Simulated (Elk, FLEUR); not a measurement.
A FLEUR input for a self-consistent single point of IrW (P-6m2, 2 atoms in the cell) (DFT, LDA (Vosko-Wilk-Nusair), all-electron FLAPW (FLEUR), scalar-relativistic valence):

Input of the input generator:

```
IrW
&input film=f /
5.1966680336 -0.0000001298 0.0000000000
-2.5983339044 4.5004465970 0.0000000000
0.0000000000 0.0000000000 8.3039687074
1.0
1.0 1.0 1.0

2
77 0.0000001667 -0.0000001667 0.5000000000
74 0.6666668333 0.3333331667 0.0000000000

&comp jspins=1 /
&exco xctyp='vwn' /
&kpt div1=11 div2=11 div3=6 gamma=t /
&end /
```

```xml
<?xml version="1.0" encoding="UTF-8" standalone="no"?>
<fleurInput fleurInputVersion="0.39">
   <comment>
      IrW                                                                                                 
   </comment>
   <calculationSetup>
      <cutoffs Kmax="4.1" Gmax="16.4" GmaxXC="16.4" numbands="0"/>
      <scfLoop itmax="80" minDistance="0.00001" maxIterBroyd="15" imix="Anderson" alpha="0.05" precondParam="0.0" spinf="2.0"/>
      <coreElectrons ctail="T" frcor="F" kcrel="0" coretail_lmax="0"/>
      <xcFunctional name="vwn" relativisticCorrections="F"/>
      <magnetism jspins="1"/>
      <soc l_soc="F" theta="0.0" phi="0.0" spav="F"/>
      <expertModes spex="0" secvar="F"/>
      <geometryOptimization l_f="T" forcealpha="1.0" forcemix="BFGS" epsdisp="0.00001" epsforce="0.00001"/>
      <ldaU l_linMix="F" mixParam="0.05" spinf="1.0"/>
   </calculationSetup>
   <cell>
      <bzIntegration valenceElectrons="29.0" mode="gauss" fermiSmearingEnergy="0.00499791">
         <kPointListSelection listName="default-1"/>
         <!-- k-points included here -->
         <xi:include xmlns:xi="http://www.w3.org/2001/XInclude" href="kpts.xml"> </xi:include>
      </bzIntegration>
      <!-- symmetry operations included here -->
      <xi:include xmlns:xi="http://www.w3.org/2001/XInclude" href="sym.xml"> </xi:include>
      <bulkLattice scale="1.0">
         <bravaisMatrix>
            <row-1>    5.1966680336000000    -0.0000001298000000     0.0000000000000000</row-1>
            <row-2>   -2.5983339044000000     4.5004465969999998     0.0000000000000000</row-2>
            <row-3>    0.0000000000000000     0.0000000000000000     8.3039687073999993</row-3>
         </bravaisMatrix>
      </bulkLattice>
   </cell>
   <atomSpecies>
      <species name="Iridium (Ir)" element="Ir" atomicNumber="77">
         <mtSphere radius="2.39" gridPoints="843" logIncrement="0.016"/>
         <atomicCutoffs lmax="10" lnonsphr="8"/>
         <electronConfig flipSpins="F">
            <coreConfig>(1s1/2) (2s1/2) (2p1/2) (2p3/2) (3s1/2) (3p1/2) (3p3/2) (4s1/2) (3d3/2) (3d5/2) (4p1/2) (4p3/2) (5s1/2) (4d3/2) (4d5/2) (4f5/2) (4f7/2)</coreConfig>
            <valenceConfig>(5p1/2) (5p3/2) (6s1/2) (5d3/2) (5d5/2)</valenceConfig>
            <stateOccupation state="(5d3/2)" spinUp="1.4" spinDown="1.4"/>
            <stateOccupation state="(5d5/2)" spinUp="2.1" spinDown="2.1"/>
         </electronConfig>
         <energyParameters s="6" p="6" d="5" f="5"/>
         <lo type="SCLO" l="1" n="5" eDeriv="0"/>
      </species>
      <species name="Tungsten (W)" element="W" atomicNumber="74">
         <mtSphere radius="2.39" gridPoints="843" logIncrement="0.016"/>
         <atomicCutoffs lmax="10" lnonsphr="8"/>
         <electronConfig flipSpins="F">
            <coreConfig>(1s1/2) (2s1/2) (2p1/2) (2p3/2) (3s1/2) (3p1/2) (3p3/2) (4s1/2) (3d3/2) (3d5/2) (4p1/2) (4p3/2) (4d3/2) (4d5/2) (4f5/2) (4f7/2)</coreConfig>
            <valenceConfig>(5s1/2) (5p1/2) (5p3/2) (6s1/2) (5d3/2) (5d5/2)</valenceConfig>
            <stateOccupation state="(5d3/2)" spinUp="0.8" spinDown="0.8"/>
            <stateOccupation state="(5d5/2)" spinUp="1.2" spinDown="1.2"/>
         </electronConfig>
         <energyParameters s="6" p="6" d="5" f="5"/>
         <lo type="SCLO" l="0" n="5" eDeriv="0"/>
         <lo type="SCLO" l="1" n="5" eDeriv="0"/>
      </species>
   </atomSpecies>
   <atomGroups>
      <atomGroup species="Iridium (Ir)">
         <relPos label="                   1">.0000000000 .0000000000 1.000/2.000</relPos>
         <force calculate="T" relaxXYZ="TTT"/>
      </atomGroup>
      <atomGroup species="Tungsten (W)">
         <relPos label="                   2">-1.000/3.000 1.000/3.000 .0000000000</relPos>
         <force calculate="T" relaxXYZ="TTT"/>
      </atomGroup>
   </atomGroups>
   <output dos="F" band="F" slice="F">
      <checks vchk="F" cdinf="F"/>
      <bandDOS minEnergy="-.5*Htr" maxEnergy="0.5*Htr" sigma="0.015" storeEVData="T"/>
      <vacuumDOS vacdos="F" integ="F" star="F" nstars="0" locx1="0.0" locy1="0.0" locx2="0.0" locy2="0.0" nstm="0" tworkf="0.0"/>
      <unfoldingBand unfoldBand="F" supercellX="1" supercellY="1" supercellZ="1"/>
      <plotting iplot="0" polar="F">
         <plot TwoD="T" vec1="  1.0  0.0  0.0" vec2="  0.0  1.0  0.0" vec3="  0.0  0.0  1.0" zero="  0.0  0.0  0.0" file="plot"/>
      </plotting>
      <chargeDensitySlicing numkpt="0" minEigenval="0.0" maxEigenval="0.0" nnne="0" pallst="F"/>
      <specialOutput eonly="F"/>
      <magneticCircularDichroism mcd="F" energyLo="-10.0" energyUp="0.0"/>
   </output>
  <!-- We include the file relax.xml here to enable relaxations (see documentation) -->
  <xi:include xmlns:xi="http://www.w3.org/2001/XInclude" href="relax.xml"> <xi:fallback/> </xi:include>
</fleurInput>
```

Problem. Give the Elk input for the same structure, mesh, smearing and functional.

Solution. One input that does it (others would too):

```
tasks
  0

rmtscf
  0.88

stype
  0

swidth
  0.00499791

maxscl
  100

avec
    5.1966680336   -0.0000001298    0.0000000000
   -2.5983339044    4.5004465970    0.0000000000
    0.0000000000    0.0000000000    8.3039687074

sppath
  './'

atoms
  2
  'Ir.in'
  1
  0.0000000000  0.0000000000  0.5000000000    0.0 0.0 0.0
  'W.in'
  1
  0.6666666667  0.3333333333  0.0000000000    0.0 0.0 0.0

ngridk
  11 11 6
```

Basis settings and potentials, where a program has them, do not carry over. This input uses DFT, LDA (PW92), all-electron FP-LAPW, Elk's shipped species files, default APW+lo basis. LDA parametrisations can differ slightly between programs.

The starting cell comes from a database of computed structures (which also holds hypothetical and non-ambient phases and stackings), without a prior relaxation at this level. For this run, on top of that: lattice scaled by 0.98.
